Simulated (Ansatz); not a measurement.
Base system: ZnCu2SnS4 (space group I-4, No. 82; a = 5.374 Å, c = 10.755 Å).

Method: plane-wave PAW DFT at the PBEsol level (Ansatz, an electronic-structure program, 420 eV), without spin-orbit coupling.

Before the change:

The pressure comes out as 0.0 GPa.

The change: the cell is scaled by 1.0225 in all directions; the atoms relax in the strained cell.

### Question
How does this affect the largest internal atomic displacement, energy relative to the base and pressure?

### Answer
The largest internal atomic displacement comes out as 0.013 Å; the energy grows by 20 meV/atom; the pressure (mean of the normal stresses, compression positive) goes from zero to -4.5 GPa.

Stability against distortions was not tested. All final runs are without spin polarisation. Gaps under 0.05 eV, about the width of the smearing, are given as zero.
